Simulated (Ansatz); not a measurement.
The parent structure is ZrSe2 in the CdI2 type structure (space group P-3m1, No. 164; a = 3.6599 Å, c = 5.8413 Å; layered, stacked along the Cartesian z axis; relaxed with 0.1 eV smearing). Axes: x lies along a and z along c of the hexagonal cell.

All numbers come from PBEsol-D3(BJ), PAW, 420 eV (Ansatz, a program for electronic structure; no spin-orbit coupling).

Perturbation: the cell is stretched by 5.77 % along x with no lateral relaxation; the atoms relax in the strained cell.

**Question.** Predict the stress tensor and what it implies for the stiffness.

**Answer.** Stress of the strained cell less that of the base (GPa, compression positive):
```
   -5.9     0.0     0.0
    0.0    -1.3     0.3
    0.0     0.3    -0.8
```

Then −Δσ_ii/ε with ε = 0.0577 gives secant stiffness values (nonlinear terms included at this strain): C11 ≈ 102 GPa, C12 ≈ 22 GPa and C13 ≈ 14 GPa.

As a check, the harmonic strain energy −½ V₀ Δσ:ε is 24 meV/atom; the computed energy rise is 25 meV/atom.

Stability against distortions was not tested. The final runs are not spin-polarised.
